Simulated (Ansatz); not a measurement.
The parent structure is InP in the zinc blende structure (space group F-43m, No. 216; a = 5.827 Å). Axes: x, y, z lie along the cube axes.

Calculations: LDA (Ansatz, an electronic-structure program; PAW; 420 eV plane waves; without spin-orbit coupling).

Base values:

```
Quantity                                 Value
-----------------------------  ---------------
Electron mass                  0.046 mₑ (at Γ)
Shortest interatomic distance          2.523 Å
```

One thing is altered: uniaxial strain ε_zz = +1.50 %, all other strain components held at zero, atoms relaxed at fixed cell.

Task: What does the calculation give for the stress after the change?

Result: The stress (xx, yy, zz, yz, xz, xy; compression positive) is (-0.80, -0.80, -1.48, 0.00, 0.00, 0.00) GPa.

Task: What happens to the electron mass?

Result: The electron mass goes from 0.046 mₑ (at Γ) to 0.043 mₑ along z, 0.038 mₑ across (at Γ).

Task: Estimate the effect on the shortest interatomic distance.

Result: The shortest interatomic distance increases by 0.013 Å, from 2.523 Å to 2.536 Å.

The levels and masses belong to the bands next to the band gap. Masses are band curvatures over ±0.01 Å⁻¹ around the edge. Stability against distortions was not tested.
